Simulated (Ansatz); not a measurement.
A short convergence ladder for BaAs3 (C2/m, 8 atoms in the cell)

```
CELL_PARAMETERS angstrom
      5.10750    -3.91302     0.00000
      5.10750     3.91302     0.00000
     -2.41685     0.00000     5.60576
ATOMIC_POSITIONS crystal
  Ba 0.83604 0.83604 0.16173
  Ba 0.16396 0.16396 0.83827
  As 0.37553 0.90333 0.31902
  As 0.62447 0.09667 0.68098
  As 0.09667 0.62447 0.68098
  As 0.90333 0.37553 0.31902
  As 0.50614 0.50614 0.29976
  As 0.49386 0.49386 0.70024
```

Base method: LDA (PW92), default PAW files made with PBE (plane waves; Ansatz, a quantum-chemistry and plane-wave program).

Base settings: basis.ecutwfc = 420 eV; kpoints.mp_grid.grid = 3 3 3; hamiltonian.xc = lda; hamiltonian.pseudopotentials = {kind: paw} (the program's default PAW files); scf.occupations.method = gaussian; scf.occupations.width = 0.1 eV.

Core times come from one kind of shared machine, to one figure; runs under 30 s give none.

**The force threshold of a relaxation**

On BaAs₃ (Cm, 8 atoms in the cell): one atom moved by 0.15 angstrom.

In this ladder: relax = atoms.

The mesh stays at the base's, so the ladder's end is converged at best in this setting alone.

Only quantities that move along the ladder and can be compared are tabulated.

| relax.f_tol | free energy less the last step's (meV/atom) | largest force left (eV/Å) | relaxation steps | core time / last (rough) |
|---|---|---|---|---|
| 0.2 eV/Å | 0.41 | 0.0943 | 2 | 0.4 |
| 0.05 eV/Å | 0.04 | 0.0345 | 3 | 0.5 |
| 0.02 eV/Å | 0.01 | 0.0072 | 4 | 0.7 |
| 0.001 eV/Å | 0.00 | 0.0006 | 6 | 1 |

Coarsest relax.f_tol that holds the free energy within 0.05 meV/atom of the last step, with all finer ones: 0.05 eV/Å; the step before is off by 0.41 meV/atom.

Coarsest relax.f_tol that holds the largest force left within 0.02 eV/Å of the last step, with all finer ones: 0.02 eV/Å; the step before is off by 0.034 eV/Å.

On the base run: the starting cell comes from a database of computed structures (which also holds hypothetical and non-ambient phases and stackings), without a prior relaxation at this level. Its lattice was rescaled by up to half a per cent. The run gives no clean gap (levels at the Fermi energy touch, overlap or are partly filled at this smearing), which alone does not show that the compound is a metal. Without a gap this mesh is coarse (it stands for a supercell whose shortest vector is 18 Å).

Keys are those of Ansatz 0.2.
